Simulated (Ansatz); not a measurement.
## A computed series for TiC: response to strain

Start from TiC in the rock salt structure (space group Fm-3m, No. 225; a = 4.293 Å; relaxed with 0.1 eV smearing). Axes: x, y, z lie along the cube axes.

Strains are applied to the cell and any free atomic positions relax.

Method: PBEsol (Ansatz, a first-principles code, PAW, no spin-orbit coupling).

Candidates:
(a) uniaxial strain ε_zz = −4.51 %
(b) uniaxial strain ε_yy = +5.21 %
(c) isotropic strain +4.47 %

Notes on the quantities. energy relative to the base: free energy F.

Question: Order them by energy relative to the base, lowest first.

Answer: (b) uniaxial strain ε_yy = +5.21 % (+38 meV/atom), (a) uniaxial strain ε_zz = −4.51 % (+41 meV/atom), (c) isotropic strain +4.47 % (+130 meV/atom)

No phonon test of stability was made. The base started in Pnma and relaxed to Fm-3m at this level. All final runs are without spin polarisation.
